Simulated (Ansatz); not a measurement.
Consider BN in the zinc blende structure (space group F-43m, No. 216; a = 3.605 Å). Axes: x, y, z lie along the cube axes.

It is then changed as follows: the cell is compressed by 5.48 % along z with no lateral relaxation, atoms relaxed at fixed cell.

Levels (all Ansatz, a first-principles code, PAW, earlier PAW set): PBEsol (420 eV, scalar-relativistic without spin-orbit coupling); PBEsol+SOC (420 eV, noncollinear with spin-orbit coupling).

The geometry is relaxed with PBEsol.

| Item | Result |
|---|---|
| PBEsol smallest direct gap | 8.48 eV |
| PBEsol pressure | 239.3 kbar |
| PBEsol valence-band top at Γ | 0.00, -0.53, -0.53 eV |
| PBEsol lowest conduction level above the VBM at special points | M 3.34 eV; X 4.37 eV; S 5.48 eV; S₀ 5.48 eV |

Problem. How does going to PBEsol+SOC change the smallest direct gap, pressure, valence-band top at Γ and lowest conduction level above the VBM at special points?

Solution. The smallest direct gap remains 8.48 eV; the pressure remains 239.3 kbar; the valence-band top at Γ (three highest Kramers pairs, from the VBM) becomes 0.00, -0.52, -0.54 eV (PBEsol: 0.00, -0.53, -0.53 eV); the lowest conduction level above the VBM at special points is still M 3.34 eV; X 4.37 eV; S 5.48 eV; S₀ 5.48 eV.

Single points use the geometry relaxed with PBEsol. Differences between runs with and without spin-orbit coupling are approximate. The cells carry an imposed strain or load. Whether these cells are dynamically stable was not tested. k-point labels follow each cell's own Brillouin zone.
